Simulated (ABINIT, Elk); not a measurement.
An Elk input for a self-consistent single point of Fe₃Ge (Fm-3m, 4 atoms in the cell) (DFT, PBEsol, all-electron FP-LAPW, Elk's shipped species files, LAPW+lo basis):

```
tasks
  0

xctype
  22

spinpol
  .true.

reducebf
  0.7

rgkmax
  7.5

gmaxvr
  16.0

nxoapwlo
  1

rmtscf
  0.91

nempty
  10

stype
  0

swidth
  0.00499791

maxscl
  100

avec
    0.0000000000    5.3927700234    5.3927700234
    5.3927700234    0.0000000000    5.3927700234
    5.3927700234    5.3927700234    0.0000000000

sppath
  'species/'

atoms
  2
  'Fe.in'
  3
  0.5000000000  0.5000000000  0.5000000000    0.0 0.0 -2.0
  0.2500000000  0.2500000000  0.2500000000    0.0 0.0 -2.0
  0.7500000000  0.7500000000  0.7500000000    0.0 0.0 -2.0
  'Ge.in'
  1
  0.0000000000  0.0000000000  0.0000000000    0.0 0.0 0.0

ngridk
  7 7 7
```

### Question
Give the ABINIT input for the same structure, mesh, smearing and functional.

### Answer
One input that does it (others would too):

```
# Fe3Ge, JTH v2.0 PBE PAW
pp_dirpath "./"
pseudos "Fe.GGA_PBE-JTH.xml, Ge.GGA_PBE-JTH.xml"
acell 3*1.0
rprim
         0.0000000000    5.3927700234    5.3927700234
         5.3927700234   -0.0000000000    5.3927700234
         5.3927700234    5.3927700234   -0.0000000000
natom 4
ntypat 2
znucl 26 32
typat 1 1 1 2
xred
         0.5000000000    0.5000000000    0.5000000000
         0.2500000000    0.2500000000    0.2500000000
         0.7500000000    0.7500000000    0.7500000000
         0.0000000000    0.0000000000    0.0000000000
ecut 60 Ry
pawecutdg 120 Ry
pawxcdev 0
ixc -116133
nsppol 2
spinat
      0 0 4
      0 0 4
      0 0 4
      0 0 0
occopt 7
tsmear 0.00499791
nband 47
kptopt 1
ngkpt 7 7 7
nshiftk 1
shiftk 0 0 0
nstep 50
tolvrs 1.0e-10
prtwf 0
prtden 0
```

Basis, cutoffs, solver keys and any potentials are the target program's own. This input uses DFT, PBEsol, plane waves, PAW (JTH v2.0 PBE PAW, files made for PBE). Both were run: size of the net moment 1.32 μB/atom in Elk and 1.34 in ABINIT.

On ABINIT: the starting cell comes from a database of computed structures (which also holds hypothetical and non-ambient phases and stackings), without a prior relaxation at this level. Its lattice was rescaled by a random factor within 2.5 % of one. The magnetic order is the one reached from the typed start; others were not searched systematically. The potentials were made for another functional than the one used. With a pressure of about -8 GPa the cell is away from its equilibrium volume at this level.

On Elk: the starting cell comes from a database of computed structures (which also holds hypothetical and non-ambient phases and stackings), without a prior relaxation at this level. Its lattice was rescaled by a random factor within 2.5 % of one. The magnetic order is the one reached from the typed start; others were not searched systematically. Values depend on the basis (sphere radii, cutoffs, local orbitals), which need not be converged.
